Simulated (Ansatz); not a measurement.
A computed series for TiC: response to strain

The reference is TiC in the rock salt structure (space group Fm-3m, No. 225; a = 4.261 Å; relaxed with 0.1 eV smearing).

Strains are applied to the cell and any free atomic positions relax.

The values are results of LDA/PAW in Ansatz (an electronic-structure program), without spin-orbit coupling, not measurements.

Candidates:
(a) isotropic strain +3.00 %
(b) isotropic strain +2.50 %
(c) isotropic strain +1.50 %
(d) isotropic strain −0.50 %
(e) isotropic strain −2.50 %

Notes on the quantities. energy relative to the base: free energy F.

Task: Order them by energy relative to the base, lowest first.

Result: (d) isotropic strain −0.50 % (+1.9 meV/atom), (c) isotropic strain +1.50 % (+16 meV/atom), (b) isotropic strain +2.50 % (+44 meV/atom), (e) isotropic strain −2.50 % (+52 meV/atom), (a) isotropic strain +3.00 % (+63 meV/atom)

No phonon test of stability was made. All final runs are without spin polarisation.
